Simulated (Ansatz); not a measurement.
System: cubic perovskite CsPbBr₃ (cubic high-temperature phase). Method: PBE in Ansatz (plane waves, PAW).

Numerical settings: plane-wave cutoff 520 eV, 6×6×6 k mesh, Fermi–Dirac smearing 0.01 eV, scalar-relativistic PAW data made under PBE.

Cell (relaxed at this level):

```xyz
5
Lattice="6.0028 0.0000 0.0000 0.0000 6.0028 0.0000 0.0000 0.0000 6.0028" Properties=species:S:1:pos:R:3 pbc="T T T"
Cs     0.0000     0.0000     0.0000
Pb     3.0014     3.0014     3.0014
Br     3.0014     0.0000     3.0014
Br     0.0000     3.0014     3.0014
Br     3.0014     3.0014     0.0000
```

**Question.** Give the computed bulk modulus, band gap, direct gap at Γ and pressure derivative B′ of the bulk modulus.

**Answer.** 
bulk modulus: 18.5 GPa
band gap: 1.78 eV
direct gap at Γ: 4.94 eV
pressure derivative B′ of the bulk modulus: 4.7

Note: the relaxation could not lower the start's symmetry, so the cell can be a saddle point above a distorted one.

Spin–orbit coupling is not included; with these elements it can move the gap by several tenths of an eV or more.

Computed values are for the static lattice.

It cost around 80 core-seconds (rough) of CPU time.

Ansatz is a program for electronic structure.
